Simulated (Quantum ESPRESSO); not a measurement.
## Sensitivity of a calculation on SnPd (Pnma, 8 atoms in the cell) to its settings

```xyz
8
Lattice="6.0028 0.0000 0.0000 0.0000 4.0050 0.0000 0.0000 0.0000 6.4999" Properties=species:S:1:pos:R:3 pbc="T T T"
Sn     4.8456     3.0037     3.8564
Sn     1.1572     1.0012     2.6434
Sn     4.1586     1.0012     0.6065
Sn     1.8442     3.0037     5.8934
Pd     5.9501     3.0037     1.2598
Pd     0.0527     1.0012     5.2401
Pd     3.0541     1.0012     4.5097
Pd     2.9487     3.0037     1.9901
```

Base run A: LDA (PZ), GBRV 1.5 ultrasoft (LDA) pseudopotentials run with Quantum ESPRESSO, self-consistent single point.

Its settings: ecutwfc = 40 Ry; ecutrho = 320 Ry; occupations = smearing; smearing = cold; degauss = 0.0147 Ry; potentials = {Sn: sn_lda_v1.4.uspp.F.UPF, Pd: pd_lda_v1.4.uspp.F.UPF}; K_POINTS = automatic 4 5 3 0 0 0; conv_thr = 1e-09 Ry; mixing_beta = 0.4.

The starting cell comes from a database of computed structures (which also holds hypothetical and non-ambient phases and stackings), without a prior relaxation at this level. Its lattice was rescaled by a random factor within 2.5 % of one. Spin polarisation is off. In the base run, with a pressure of about -6 GPa the cell is away from its equilibrium volume at this level.

ΔF is the free energy per atom less that of run A. A dash stands where there is no value to compare (another energy zero or no entropy term, no result, no spin, no clean gap, or a mesh too coarse for one). Total energies depend on the potentials, the functional and any Hubbard or dispersion term, so they are compared only between runs that share all of them.

Run A gave: pressure (GPa) -5.95; largest force (eV/Å) 0.086; k-points 18; valence electrons 120.

Runs:
- B: K_POINTS: automatic 4 5 3 0 0 0 → automatic 3 4 3 1 1 1
- C: degauss: 0.0147 Ry → 0.0073499 Ry
- D: nosym: default → true
- E: nbnd: default → 124
- F: ecutwfc: 40 Ry → 60 Ry; ecutrho: 320 Ry → 480 Ry; pseudopotentials: {Sn: sn_lda_v1.4.uspp.F.UPF, Pd: pd_lda_v1.4.uspp.F.UPF} → {Sn: Sn_pbe_v1.uspp.F.UPF, Pd: Pd_ONCV_PBE-1.0.oncvpsp.upf}; input_dft: default → rvv10 [rVV10]
- G: ecutrho: 320 Ry → 480 Ry
- H: ecutwfc: 40 Ry → 20 Ry; ecutrho: 320 Ry → 160 Ry
- I: force_symmorphic: default → true

**Question.** What does run F change against A?

**Answer.** The pressure goes from -5.95 to 5.92 GPa and the largest force goes from 0.086 to 0.102 eV/Å.

**Question.** What does run C change against A?

**Answer.** The free energy is nearly the same (within 1 meV/atom), the pressure stays near -5.96 GPa while the yy stress (positive for compression) goes from -7.39 to -7.02 GPa and the largest force hardly changes (0.086 to 0.085 eV/Å).

```
run  ΔF (meV/atom)  pressure (GPa)  largest force (eV/Å)  k-points  valence electrons
---  -------------  --------------  --------------------  --------  -----------------
A             0.00           -5.95                 0.086        18                120
B             -7.3           -5.91                 0.084         8                120
C            -0.09           -5.96                 0.085        18                120
D            -0.01           -5.95                 0.087        31                120
E             0.00           -5.96                 0.087        18                120
F                –            5.92                 0.102        18                128
G            -0.02           -5.95                 0.087        18                120
H           9000.1         -279.85                 0.123        18                120
I            -0.01           -5.98                 0.087        31                120
```
